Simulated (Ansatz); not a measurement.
An Ansatz (a first-principles code) input (Ansatz PBEsol, no spin-orbit coupling):

Ansatz 0.2 input:
```yaml
crystal:
  lattice:
    - [0, 3.2548910669, 3.2548910669]
    - [3.2548910669, 0, 3.2548910669]
    - [3.2548910669, 3.2548910669, 0]
  atoms:
    - { symbol: Te, position: [0.75, 0.75, 0.75] }
    - { symbol: Hg, position: [0, 0, 0] }
basis: { ecutwfc: 420, ecutrho_ratio: 4, xc_grid: 2, fft_grid_basis: typed }
kpoints: { mp_grid: { grid: [9, 9, 9] } }
hamiltonian:
  xc: pbesol
  dispersion: none
  pseudopotentials: { kind: paw }
scf: { occupations: { method: fermi_dirac, width: 0.05 }, convergence: { dr2_threshold: 0.0000000002 } }
output: { forces: true, stress: true }
checkpoint: { write: state.ck, write_every: 1000 }
```

Question: Which symmetry and how many k-points will the program report, and about how many plane waves at Γ?

Answer: Space group F-43m (ITA 216) with 24 operations, k-points 35 of 729, and 1363 plane waves at Γ.

No phonon test of stability was made. All final runs are without spin polarisation. The cell was made from HgO by this change: O → Te.
